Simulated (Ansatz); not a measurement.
# Si₃N₄ (P6₃/m, No. 176)

These are PBEsol (Ansatz, a quantum-chemistry and plane-wave program, PAW) values and carry that method's errors.

Settings: plane-wave cutoff 500 eV, 6×6×14 k mesh (along the axes of the cell as run), gaussian smearing 0.02 eV, scalar-relativistic PAW data made under PBE.

Cell (relaxed at this level):

```xyz
14
Lattice="7.6252 0.0000 0.0000 -3.8126 6.6036 0.0000 0.0000 0.0000 2.9104" Properties=species:S:1:pos:R:3 pbc="T T T"
Si    -1.3770     5.4550     2.1828
Si     5.1895     1.1486     0.7276
Si     2.2125     1.5350     0.7276
Si     1.6001     5.0686     2.1828
Si    -0.2231     2.6836     2.1828
Si     4.0357     3.9200     0.7276
N      0.0000     4.4024     2.1828
N      3.8126     2.2012     0.7276
N      4.8452     4.4243     2.1828
N     -1.0327     2.1793     0.7276
N     -1.4089     6.4083     0.7276
N      5.2215     0.1953     2.1828
N      1.3710     1.9840     2.1828
N      2.4416     4.6196     0.7276
```

band gap: 4.19 eV (on the SCF k mesh)

Computed values are for the static lattice.
